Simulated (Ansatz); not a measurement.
Consider interstitial Lu in monoclinic HfO2, charge state +3. Calculation: PBE, PAW (plane waves to 420 eV; Ansatz, a quantum-chemistry and plane-wave program).

96-site cell at the relaxed PBE lattice, the Γ point alone, smearing 0.01 eV, spin-restricted, no finite-size correction. Static, classical nuclei. Spin-orbit coupling is left out. The charge state is imposed; whether it is stable for some Fermi level was not computed. Sites that were not tried may lie lower.

Barriers: single points on a 2×2×2 k-point mesh shifted by half a step at the bands' geometries.

The step: several atoms move together, Lu the farthest; the atom moves 1.42 Å along (0.25, -0.08, 0.12) of the unit cell; the moving atom starts with neighbours O at 2.06, O at 2.08, O at 2.16, O at 2.19, O at 2.24, O at 2.40, O at 2.59 Å and ends with O at 2.06, O at 2.08, O at 2.16, O at 2.19, O at 2.24, O at 2.40, O at 2.59 Å.

Question: Give the migration barrier of this step at the level PBE, PAW.

Answer: 0.58 eV, the same both ways. At the saddle the moving atom has neighbours 2 O at 2.09, 2 O at 2.10, 2 O at 2.41 Å. The saddle point's order was not checked, and it lies on a symmetry element of the cell, where a band can be held.
